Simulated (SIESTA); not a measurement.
Input and output of a self-consistent single point for MgAl₂C₂ (P-3m1, 5 atoms in the cell) (SIESTA).

Level of theory: GGA PBEsol, numerical atomic orbitals DZP, PseudoDojo PBEsol standard norm-conserving potentials (rewritten from UPF to PSML) run with SIESTA.

The change in words: lattice scaled by 0.98. Reference geometry:
```
Mg(AlC)2
1.0
    3.34691     0.00000     0.00000
   -1.67345     2.89851     0.00000
    0.00000     0.00000     5.74859
Mg Al C
1 2 2
Direct
  0.00000   0.00000   0.00000
  0.66667   0.33333   0.35001
  0.33333   0.66667   0.64999
  0.33333   0.66667   0.27008
  0.66667   0.33333   0.72992
```

Reference input (self-consistent single point, DFT, GGA PBEsol, numerical atomic orbitals DZP, PseudoDojo PBEsol standard norm-conserving potentials (rewritten from UPF to PSML)): XC.functional = GGA; XC.authors = PBEsol; potentials = PseudoDojo PBEsol standard; PAO.BasisSize = DZP; PAO.EnergyShift = 0.01 Ry; MeshCutoff = 400 Ry; kgrid.MonkhorstPack = 8 8 4; OccupationFunction = FD; ElectronicTemperature = 10 K; MaxSCFIterations = 150; SCF.Mixer.Method = Pulay; SCF.Mixer.Weight = 0.2. This run's input differs from it in these lines:

```diff
@@ -13,5 +13,5 @@
 %block LatticeVectors
-     3.346911000    0.000000000    0.000000000
-    -1.673455000    2.898510000    0.000000000
-     0.000000000    0.000000000    5.748594000
+     3.279973000    0.000000000    0.000000000
+    -1.639986000    2.840540000    0.000000000
+     0.000000000    0.000000000    5.633622000
 %endblock LatticeVectors
@@ -20,6 +20,6 @@
      0.000000000    0.000000000    0.000000000  1
-     1.673457340    0.966169034    2.012065386  2
-    -0.000001340    1.932340966    3.736528614  2
-    -0.000001340    1.932340966    1.552580268  3
-     1.673457340    0.966169034    4.196013732  3
+     1.639988307    0.946845720    1.971824036  2
+    -0.000001307    1.893694280    3.661797964  2
+    -0.000001307    1.893694280    1.521528630  3
+     1.639988307    0.946845720    4.112093370  3
 %endblock AtomicCoordinatesAndAtomicSpecies
```

The program printed (abridged):

```
        iscf     Eharris(eV)        E_KS(eV)     FreeEng(eV)     dDmax    Ef(eV) dHmax(eV)
   scf:    1    -2031.429098    -2060.643270    -2060.643270  1.723879 -5.228422  8.456624
   scf:    2    -2066.874945    -2064.112327    -2064.112327  0.085270 -6.230620  5.247474
   scf:    3    -2065.687290    -2065.260392    -2065.260392  0.101347 -5.786734  1.416791
   scf:    4    -2065.273121    -2065.271399    -2065.271399  0.026610 -4.557923  0.758768
   scf:    5    -2065.273540    -2065.272743    -2065.272743  0.013362 -4.848753  0.230309
   scf:    6    -2065.276261    -2065.275424    -2065.275424  0.006377 -4.923455  0.004195
   scf:    7    -2065.275436    -2065.275431    -2065.275431  0.002007 -4.923757  0.010605
   scf:    8    -2065.275435    -2065.275434    -2065.275434  0.000231 -4.928723  0.000621
   scf:    9    -2065.275434    -2065.275434    -2065.275434  0.000102 -4.928864  0.000068
   scf:   10    -2065.275434    -2065.275434    -2065.275434  0.000002 -4.928834  0.000012
SCF Convergence by DM+H criterion
max |DM_out - DM_in|         :     0.0000022398
max |H_out - H_in|      (eV) :     0.0000118441
SCF cycle converged after 10 iterations

Using DM_out to compute the final energy and forces

siesta: E_KS(eV) =            -2065.2754

siesta: E_KS - E_eggbox =     -2065.2754

siesta: Atomic forces (eV/Ang):
     1    0.000000    0.000000   -0.000000
     2   -0.000056    0.000034   -0.007479
     3    0.000056   -0.000034    0.007479
     4    0.000044   -0.000026   -0.630013
     5   -0.000044    0.000026    0.630013
   Tot    0.000000    0.000000   -0.000000
   Max    0.630013
   Res    0.230064    sqrt( Sum f_i^2 / 3N )
   Max    0.630013    constrained

Stress tensor Voigt[x,y,z,yz,xz,xy] (kbar):     -207.12     -206.94     -154.12        0.00       -0.00        0.16
   [... lines left out ...]
siesta: FreeEng =     -2065.275434
   [... lines left out ...]
siesta:    -0.129275    0.000098   -0.000000
siesta:     0.000098   -0.129162    0.000000
siesta:    -0.000000    0.000000   -0.096193

siesta: Cell volume =         52.487862 Ang**3

siesta: Pressure (static):
siesta:                Solid            Molecule  Units
siesta:           0.00128747          0.00117372  Ry/Bohr**3
siesta:           0.11821018          0.10776644  eV/Ang**3
siesta:         189.39358872        172.66087910  kBar
```

The run converged in 10 iterations. Against the reference run the free energy rises by 52.6 meV/atom, the pressure goes from 7.29 to 18.94 GPa, the largest force goes from 0.292 to 0.630 eV/Å and the gap on the mesh goes from 1.767 to 1.834 eV.

The starting cell comes from a database of computed structures (which also holds hypothetical and non-ambient phases and stackings), without a prior relaxation at this level. Its lattice was rescaled by a random factor within 2.5 % of one. For this run, on top of that: lattice scaled by 0.98. Values carry the incompleteness of an atom-centred basis. With a pressure of about 19 GPa the cell is away from its equilibrium volume at this level.

Cost on one core of a shared machine: roughly 50 s.
